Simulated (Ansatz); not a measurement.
An Ansatz (a quantum-chemistry and plane-wave program) input (Ansatz PBEsol, spin-orbit coupling left out):

Ansatz 0.2 input:
```yaml
crystal:
  lattice:
    - [3.063358259, 0, 0]
    - [-1.5316791295, 2.6529460732, 0]
    - [0, 0, 4.8543634852]
  atoms:
    - { symbol: Hf, position: [0.6666666667, 0.3333333333, 0.75] }
    - { symbol: Hf, position: [0.3333333333, 0.6666666667, 0.25] }
basis: { ecutwfc: 420, ecutrho_ratio: 4, xc_grid: 2, fft_grid_basis: typed }
kpoints: { mp_grid: { grid: [21, 21, 12] } }
hamiltonian:
  xc: pbesol
  dispersion: none
  pseudopotentials: { kind: paw }
scf: { occupations: { method: fermi_dirac, width: 0.1 }, convergence: { dr2_threshold: 0.0000000002 } }
relax: { f_tol: 0.005, max_steps: 50 }
output: { forces: true, stress: true }
checkpoint: { write: state.ck, write_every: 1000 }
```

Task: Which symmetry and how many k-points will the program report, and about how many plane waves at Γ?

Result: Space group P63/mmc (ITA 194) with 24 operations, k-points 336 of 5292, and 761 plane waves at Γ.

Task: And the final pressure?

Result: 12.07 GPa (compression positive).

The cells carry an imposed strain or load. Stability against distortions was not tested. All final runs are without spin polarisation. The cell was made from Hf in the hcp (Mg type) structure (space group P6_3/mmc, No. 194) by this change: isotropic strain −3.00 %.
